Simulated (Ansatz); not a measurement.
## Bulk modulus B0 of Sc2B2Ge (model structure, started from the Ti2InB2 type, P-6m2, No. 187, 5 atoms in the cell) at several levels of theory

No measured value is used here.

Q: Put these levels in order of the bulk modulus B0 that they give for Sc2B2Ge (model structure, started from the Ti2InB2 type, P-6m2, No. 187, 5 atoms in the cell), smallest first: LDA (Ansatz, a first-principles code), PBE (Ansatz), PBEsol (Ansatz).

A: PBE (125 GPa), PBEsol (134 GPa), LDA (142 GPa)

Unless a cell is named, each level is at its own relaxed cell (LDA 13.06, PBE 13.82, PBEsol 13.43 Å³/atom).

LDA, PBEsol, PBE: the bulk modulus is −V dP/dV from two relaxed cells at ±2 % in volume. Each level is taken at its own relaxed cell. Ansatz's density-functional and Hartree–Fock values are scalar-relativistic unless marked +SOC, with PAW data made under PBE.

A model structure was made by putting elements into a prototype or built by hand; it is no filed structure, need not be a known phase, and can be a saddle point held by its symmetry.
